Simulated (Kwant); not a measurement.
Device: quantum point contact (saddle potential) in a GaN two-dimensional gas. Effective mass 0.22 mₑ, grid spacing 10 nm, hard walls, nominal width 300 nm (29 grid rows, so walls 300 nm apart), one parabolic valley, scattering region 900 nm long along x; energies count from the band bottom; Fermi energy swept from 9.4957e-06 to 0.0008853 eV. Potential (V0 + ½k y²) cos²(πx/L) for |x| < L/2, with V0 = 0.00034 eV, k = 3.6e-07 eV/nm², L = 700 nm.

Constants are typed, rounded textbook-type inputs, not results; the design itself was drawn at random and stands for no fabricated device.

Kwant, effective-mass tight-binding model on a square grid, one spin, coherent transport at 0 K. Conductance is in e²/h.

Sweep values stay those of the base run.

The curvature of the confinement was swept, all else fixed.

```
curvature of the confinement (eV/nm²)  G (e²/h) at E = 0.8853 meV  mean G (e²/h) over the sweep  G (e²/h) at E = 0.4410 meV
-------------------------------------  --------------------------  ----------------------------  --------------------------
1.8e-7                                                       2.01                          0.68                        0.13
2.5e-7                                                       2.00                          0.59                       0.023
3.1e-7                                                       1.98                          0.51                      0.0060
3.6e-7                                                       1.81                          0.46                      0.0022
4.3e-7                                                       1.14                          0.41                     0.00059
5.4e-7                                                       1.00                          0.38                      9.6e-5
7.2e-7                                                       1.00                          0.34                      7.6e-6
```

From the first row to the last the G at E = 0.8853 meV goes from 2.01 to 1.00. From the first row to the last the mean G over the sweep goes from 0.68 to 0.34.
